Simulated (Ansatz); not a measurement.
Consider TiO₂ in the rutile structure (space group P4_2/mnm, No. 136; a = 4.591 Å, c = 2.939 Å).

Calculations: DFT with PBEsol, PAW potentials and a 420 eV plane-wave cutoff in Ansatz (a quantum-chemistry and plane-wave program), spin-orbit coupling left out.

Base values:

The valence-band top at Γ is 0.00, -0.45, -0.45 eV. The volume per atom is 10.33 Å³.

The change: a hydrostatic pressure of 9 GPa.

### Question
What happens to the valence-band top at Γ, mean gap deformation potential ΔEg/Δln V and volume per atom?

### Answer
The valence-band top at Γ (three highest levels, from the VBM) becomes 0.00, -0.48, -0.48 eV (base: 0.00, -0.45, -0.45 eV); the mean gap deformation potential ΔEg/Δln V amounts to -0.8 eV; the volume per atom decreases by 0.372 Å³ to 9.95 Å³.

Load acts through the strain it causes; cell and atoms are relaxed under it. Stability against distortions was not tested. Competing high-pressure phases were not computed. All final runs are without spin polarisation.
